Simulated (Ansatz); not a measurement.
# Point defects in AlN

Base system: a 32-atom supercell of AlN in the wurtzite structure (space group P6_3mc, No. 186; a = 3.114 Å, c = 4.984 Å) at its relaxed geometry.

One neutral defect a cell, atoms relaxed at fixed cell.

The values are results of PBEsol, PAW, 420 eV (Ansatz, a program for electronic structure; no spin-orbit coupling), not measurements.

Base values:

- Gap of the supercell: 4.09 eV

### Question
The aim is a gap of the supercell between 0.10 eV and 0.15 eV. Which of these changes reaches it?
A. B on a Al site
B. Al on a N site (antisite)
C. Al vacancy

### Answer
C, Al vacancy. It gives 0.13 eV; B on a Al site gives 3.83 eV; Al on a N site (antisite) gives zero. Changes not listed may reach it too

The magnetic state is the one reached from the starting moments; the real material's order can differ, and small cells can't hold many antiferromagnetic ones. In so small a cell the defect repeats every few ångströms: this is an ordered compound, not a dilute defect. A case with no gap was solved on a k-mesh chosen for an insulator, which is coarse for it. Seeded moments were not kept for B on a Al site.
